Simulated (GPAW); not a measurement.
A self-consistent single point of HgS (F-43m, 2 atoms in the cell) with GPAW.

Method of the run: PBE, GPAW PAW datasets PBE (gpaw-data 1.0.1) (plane waves; GPAW).

The change in words: lattice scaled by 0.98. Reference geometry:
```
HgS
1.0
    0.00000     2.96580     2.96580
    2.96580     0.00000     2.96580
    2.96580     2.96580     0.00000
Hg S
1 1
Direct
  0.00000   0.00000   0.00000
  0.25000   0.25000   0.25000
```

Reference input (self-consistent single point, DFT PBE, plane waves, GPAW PAW datasets PBE (gpaw-data 1.0.1)): mode = pw; ecut = 600 eV; xc = PBE; kpts = 8 8 8; mesh shift (steps) = 0 0 0; occupations.name = fermi-dirac; occupations.width = 0.1 eV; nbands = -6; symmetry.symmorphic = false; symmetry.tolerance = 0.0005; maxiter = 120. This run's input differs from it in these lines:

```diff
@@ -5,5 +5,5 @@
 atoms = Atoms(['Hg', 'S'],
-              cell=[[0.000000, 2.965804, 2.965804],
-                    [2.965804, 0.000000, 2.965804],
-                    [2.965804, 2.965804, 0.000000]],
+              cell=[[0.000000, 2.906488, 2.906488],
+                    [2.906488, 0.000000, 2.906488],
+                    [2.906488, 2.906488, 0.000000]],
               scaled_positions=[[0.000000, 0.000000, 0.000000],
```

Output (repeated stretches shortened):

```
     iter     time        total  log10-change:
                         energy   eigst   dens
iter:   1 --:--:--    -5.580730
iter:   2 --:--:--    -5.513947   -1.12  -1.27
iter:   3 --:--:--    -5.282827   -1.30  -1.31
iter:   4 --:--:--    -5.265929   -2.67  -1.73
iter:   5 --:--:--    -5.338134   -1.61  -1.73
iter:   6 --:--:--    -5.277656   -2.51  -2.06
iter:   7 --:--:--    -5.278449   -4.38  -2.58
iter:   8 --:--:--    -5.278337c  -3.84  -2.65
iter:   9 --:--:--    -5.278306c  -5.10  -3.03
iter:  10 --:--:--    -5.278726c  -5.03  -3.00
iter:  11 --:--:--    -5.278726c  -5.91  -3.06
iter:  12 --:--:--    -5.279095c  -5.06  -3.07
   [... 4 lines left out ...]
iter:  17 --:--:--    -5.278606c  -5.89  -3.40
iter:  18 --:--:--    -5.278599c  -6.64  -3.45
iter:  19 --:--:--    -5.278600c  -7.17  -3.45
iter:  20 --:--:--    -5.278622c  -6.14  -3.47
iter:  21 --:--:--    -5.278622c  -7.08  -4.46c
iter:  22 --:--:--    -5.278621c  -7.68c -4.42c
Converged after 22 iterations.

Dipole moment: (-2.777084, -2.777084, -2.777084) |e|*Ang

Energy contributions relative to reference atoms: (reference = -544013.398625)

Kinetic:        +35.232650
Potential:      -29.329070
External:        +0.000000
XC:              -9.072460
Entropy (-ST):   -0.001734
Local:           -2.108873
SIC:             +0.000000
--------------------------
Free energy:     -5.279489
Extrapolated:    -5.278621

Showing only first 2 kpts
 Kpt  Band  Eigenvalues  Occupancy
  0    10      4.66391    1.75655
  0    11      4.66391    1.75655
  0    12      4.66391    1.75655
  0    13     10.64487    0.00000

  1    10      4.25469    1.99538
  1    11      4.25469    1.99538
  1    12      5.91427    0.00005
  1    13      9.81889    0.00000

Fermi level: 4.86153

No gap
No difference between direct/indirect transitions
Energy (eV): -5.278621

Forces in eV/Ang:
  0 Hg   -0.00000    0.00000    0.00000
  1 S    -0.00000    0.00000   -0.00000

Stress tensor:
    -0.039378     0.000000     0.000000
     0.000000    -0.039378     0.000000
     0.000000     0.000000    -0.039378
Stress (GPa, Voigt): [-6.3091 -6.3091 -6.3091  0.      0.      0.    ]
```

The run converged in 22 iterations. GPAW prints stress with tension positive. Against the reference run the free energy goes up by 39.6 meV/atom and the pressure goes from 2.10 to 6.31 GPa.

The starting cell comes from a database of computed structures (which also holds hypothetical and non-ambient phases and stackings), without a prior relaxation at this level. Its lattice was rescaled by a random factor within 2.5 % of one. For this run, on top of that: lattice scaled by 0.98. With a pressure of about 6 GPa the cell is away from its equilibrium volume at this level. The run gives no clean gap (levels at the Fermi energy touch, overlap or are partly filled at this smearing), which alone does not show that the compound is a metal.

Cost on one core of a shared machine: roughly 30 s.
